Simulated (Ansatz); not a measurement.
The starting structures come from a database of crystals and need not be the phases stable at ambient conditions.

By PBEsol, the system below comes out a metal.

```
CELL_PARAMETERS angstrom
      3.29066     0.00000     0.00000
     -1.64533     2.84979     0.00000
      1.64533     0.94993     2.68681
ATOMIC_POSITIONS crystal
  Sc 0.00000 0.00000 0.00000
```

Space group of this cell: Fm-3m, fcc (Cu type). The cell is taken as given; by PBEsol its mean pressure is -3.2 GPa.

The current flows along the normal of the first two printed cell vectors, the (111) plane of the conventional cell. No spin-orbit coupling; the value is a mean over 0.1 eV about the Fermi level.

Problem. Compute, with PBEsol (Ansatz, a program for electronic structure), the ballistic conductance per area.

Solution. 0.91 × 10¹⁵ S/m² for both spins.
